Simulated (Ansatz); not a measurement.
The starting structures come from a database of crystals and need not be the phases stable at ambient conditions.

By PBEsol, the system below comes out a metal.

Consider the following.

```yaml
crystal:
  lattice:
    - [5.67558, 0.00000, 0.00000]
    - [0.00000, 5.67558, 0.00000]
    - [2.83779, -2.83779, 4.01324]
  atoms:
    - { symbol: Bi, position: [0.50000, 0.50000, 0.00000] }
    - { symbol: Bi, position: [0.25000, 0.25000, 0.50000] }
    - { symbol: Au, position: [0.87500, 0.87500, 0.25000] }
    - { symbol: Au, position: [0.87500, 0.87500, 0.75000] }
    - { symbol: Au, position: [0.87500, 0.37500, 0.25000] }
    - { symbol: Au, position: [0.37500, 0.87500, 0.75000] }
```

Space group of this cell: Fd-3m, cubic Laves (MgCu2 type). The cell is taken as given; by PBEsol its mean pressure is -3.5 GPa.

The current flows along the normal of the first two printed cell vectors, the (001) plane of the conventional cell. No spin-orbit coupling; the value is a mean over 0.1 eV about the Fermi level.

### Question
State the ballistic conductance per area according to PBEsol (Ansatz, an electronic-structure program).

### Answer
0.30 × 10¹⁵ S/m² for both spins.
